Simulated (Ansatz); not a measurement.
**TiAl, response to strain**

The reference is TiAl (space group P4/mmm, No. 123; a = 2.813 Å, c = 4.062 Å; relaxed with 0.1 eV smearing). Axes: x, y, z lie along a, b, c of the conventional cell.

Strains are applied to the cell and any free atomic positions relax.

All numbers come from r2SCAN (Ansatz, a first-principles code), no spin-orbit coupling.

Notes on the quantities. energy relative to the base: free energy F; pressure: mean of the normal stresses, compression positive.

```
variant                      energy relative to the base  pressure  shortest interatomic distance
---------------------------  ---------------------------  --------  -----------------------------
base                                          0 meV/atom   0.0 GPa                        2.813 Å
tensor shear ε_xz = +0.86 %                   (withheld)   0.0 GPa                        2.813 Å
tensor shear ε_xz = +1.43 %                   (withheld)   0.1 GPa                        2.813 Å
tensor shear ε_xz = +1.71 %                   (withheld)   0.2 GPa                        2.808 Å
tensor shear ε_xz = +2.00 %                +9.9 meV/atom   0.2 GPa                        2.802 Å
tensor shear ε_xz = +0.57 %                +0.8 meV/atom   0.0 GPa                        2.813 Å
tensor shear ε_xz = +0.29 %                +0.2 meV/atom   0.0 GPa                        2.813 Å
tensor shear ε_xz = +1.14 %                +3.2 meV/atom   0.1 GPa                        2.813 Å
```

**Question.** Some entries are withheld; estimate them.

**Answer.** 
- tensor shear ε_xz = +0.86 %, energy relative to the base: +1.8 meV/atom
- tensor shear ε_xz = +1.43 %, energy relative to the base: +5.1 meV/atom
- tensor shear ε_xz = +1.71 %, energy relative to the base: +7.3 meV/atom

Whether these cells are dynamically stable was not tested. The final runs are not spin-polarised.
